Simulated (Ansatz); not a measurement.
Levels about the gap of amorphous Si$_{24}$O$_{49}$Na$_{2}$ (75 atoms in a cell of 1137 Å³, 2.20 g/cm³; zone centre alone, so wide bands show as single levels with stretches between that a denser mesh fills), at the geometry that PBE relaxed, where it gives 0.0 GPa on a denser mesh. Exact exchange is cut at the faces of this small cell, which leaves a finite-size error. The participation number counts the atoms over which a state spreads; weights are charges in smoothed Voronoi cells. The levels come from a single point, so bond lengths are those of that geometry. Method of the levels: HSE06, scalar-relativistic without spin-orbit coupling (Ansatz, a quantum-chemistry and plane-wave program). Sampling: the zone centre alone; Fermi-Dirac width 0.02 eV; no spin polarisation. At PBE the levels at the filled edge of the gap are localised (band-tail or defect states), and the nearest spread-out levels lie 5.2 eV apart at the zone centre.

A CHGNet melt-quench gave the starting glass, which DFT then relaxed. O atoms were pushed apart under 1.9 Å during the dynamics, to hinder bonds among them. The hot cell started wider than the set density and was brought back towards it in steps. It is the lowest in DFT energy of 2 quenches. It is a model cell: composition and starting density were chosen by hand, and all elements were melted together. No dispersion term was used. Its density started from a set value of 2.21 and ended at 2.20 g/cm³. Cooling (nominally 320 K/ps over its main leg) ran many orders faster than in experiment, which tends to leave more defects and strain. One small periodic cell is one sample of the glass; other quenches scatter about these values. Volume and shape were free in the relaxation.

```
E - E(highest filled), eV  filling  participation number        largest on  weight O  weight Si  weight Na
-------------------------  -------  --------------------  ----------------  --------  ---------  ---------
-1.92                       filled                   7.7   O, 2 neighbours      0.93       0.06       0.01
-1.83                       filled                   9.8   O, 2 neighbours      0.92       0.07       0.01
-1.82                       filled                   9.0   O, 2 neighbours      0.92       0.07       0.01
-0.32                       filled                   1.5   O, 2 neighbours      0.91       0.07       0.03
-0.24                       filled                   1.5   O, 2 neighbours      0.93       0.05       0.01
-0.17                       filled                   1.5   O, 2 neighbours      0.94       0.05       0.01
0.00                        filled                   1.5   O, 2 neighbours      0.94       0.06       0.01
4.97                         empty                  57.9  Na, 3 neighbours      0.69       0.23       0.08
6.47                         empty                  21.3  Na, 3 neighbours      0.60       0.23       0.17
6.54                         empty                  41.9  Na, 3 neighbours      0.63       0.25       0.12
6.83                         empty                  32.9  Na, 3 neighbours      0.63       0.23       0.15
7.03                         empty                  38.6  Si, 4 neighbours      0.69       0.28       0.03
7.13                         empty                  43.2   O, 2 neighbours      0.72       0.23       0.04
7.29                         empty                  53.6   O, 2 neighbours      0.72       0.23       0.05
```

Most localised among these is the filled level at -0.32 eV, on a O atom, which has 2 neighbours (Si 1.56 Å, Na 2.18 Å).
